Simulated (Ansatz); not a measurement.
The starting structures come from a database of crystals and need not be the phases stable at ambient conditions.

 Where the default PAW files enter, the runs use the earlier of Ansatz's two default sets.

Here is the system:

```
CELL_PARAMETERS angstrom
      4.54535     0.00000     0.00000
      0.00000     5.51962     0.00000
      0.00000     0.00000     4.90920
ATOMIC_POSITIONS crystal
  Ti 0.50000 0.32701 0.75000
  Ti 0.50000 0.67299 0.25000
  Ti 0.00000 0.17299 0.25000
  Ti 0.00000 0.82701 0.75000
  O  0.27145 0.38172 0.08135
  O  0.72855 0.61828 0.91865
  O  0.22855 0.11828 0.58135
  O  0.77145 0.88172 0.41865
  O  0.77145 0.11828 0.91865
  O  0.22855 0.88172 0.08135
  O  0.72855 0.38172 0.41865
  O  0.27145 0.61828 0.58135
```

Space group of this cell: Pbcn. The cell is taken as given; by r2SCAN its mean pressure is -1.1 GPa.

These are r2SCAN (plane waves, PAW; Ansatz, a quantum-chemistry and plane-wave program) values and carry that method's errors.

The current runs along the normal of the first two printed vectors; no spin-orbit coupling. Scaled by the factor s: the length along the current (ions clamped). Meshes 8×6×6 and 8×6 across the current in all rows.

```tsv
s	mean pressure (GPa)	slowest mid-gap decay constant κ (1/Å)
0.97	7.6	?
1.00	-1.1	0.364
1.03	-8.4	0.349
```

Q: Take the slope of the slowest mid-gap decay constant κ against ln s from the two given rows, extrapolate to s = 0.97, and say what the run there gives.

A: Slope = (0.349 − 0.364) / ln 1.03 = -0.507 1/Å. The line gives 0.364 + (-0.507) × ln 0.97 = 0.379 1/Å. The run gives 0.383 1/Å, 0.004 1/Å over the line, 23 % of the predicted step.
